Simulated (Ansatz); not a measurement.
**Contacts to SiC-3C (001, C face)**

Plane-wave PAW runs of Ansatz (an electronic-structure program) at PBE, 420 eV, without spin–orbit coupling and spin-polarised for magnetic metals alone: periodic stacks cut from bulk faces, the metal strained to the host, one local minimum each, barriers from the potential line-up.

```json
[
 {"metal face": "(1) WSi2 (001)", "host face": "SiC-3C (001)", "atoms; faces of host | metal; metal's strain (%)": "23; C/C | Si/Si; -4.1", "hole barrier (eV)": "0.35", "electron barrier (eV)": "1.02"},
 {"metal face": "(2) Al (001)", "host face": "SiC-3C (001)", "atoms; faces of host | metal; metal's strain (%)": "74; C/C | Al/Al; -3.1", "hole barrier (eV)": "0.67", "electron barrier (eV)": "0.70"},
 {"metal face": "(3) Cu (111)", "host face": "SiC-3C (001)", "atoms; faces of host | metal; metal's strain (%)": "58; C/C | Cu/Cu; +0.5", "hole barrier (eV)": "…", "electron barrier (eV)": "…"},
 {"metal face": "(4) Ta (001)", "host face": "SiC-3C (001)", "atoms; faces of host | metal; metal's strain (%)": "79; C/C | Ta/Ta; +4.3", "hole barrier (eV)": "…", "electron barrier (eV)": "…"}
]
```

Q: What belongs in the gaps?

A: 
- (3) Cu (111), hole barrier (eV): 0.76
- (3) Cu (111), electron barrier (eV): 0.62
- (4) Ta (001), hole barrier (eV): 1.09
- (4) Ta (001), electron barrier (eV): 0.28
